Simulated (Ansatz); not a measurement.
Start from GaAs in the zinc blende structure (space group F-43m, No. 216; a = 5.6667 Å).

Modification: P takes the place of As on all its sites; the structure is relaxed again.

Levels (all Ansatz, a program for electronic structure, PAW): r2SCAN (500 eV, spin-orbit coupling left out); HSE06 (420 eV, without spin-orbit coupling).

The geometry is relaxed with r2SCAN.

- r2SCAN band gap: 1.85 eV

With HSE06 at the same geometry, the band gap increases by 0.41 eV (1.85 eV → 2.26 eV).

Single points use the geometry relaxed with r2SCAN. The hybrid gap comes from the SCF mesh plus the semilocal run's edge points and a few special points and is an upper bound. Whether these cells are dynamically stable was not tested.
